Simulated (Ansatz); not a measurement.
Start from GaN in the wurtzite structure (space group P6_3mc, No. 186; a = 3.183 Å, c = 5.186 Å).

All numbers come from Ansatz (a program for electronic structure), PBEsol, PAW, cutoff 420 eV, spin-orbit coupling left out, earlier PAW set.

Before the change:

The volume per atom is 11.37 Å³.

One thing is altered: cell and atoms relaxed at a pressure of 9 GPa.

### Question
What does the calculation give for the volume per atom and mean gap deformation potential ΔEg/Δln V after the change?

### Answer
The volume per atom decreases by 0.48 Å³, from 11.37 Å³ to 10.89 Å³; the mean gap deformation potential ΔEg/Δln V is -6.6 eV.

Load acts through the strain it causes; cell and atoms are relaxed under it. No phonon test of stability was made. Tetrahedral semiconductors of this kind turn to denser phases somewhere between about 1 and 50 GPa; those were not computed, so compressed cells here can lie past the real transition.
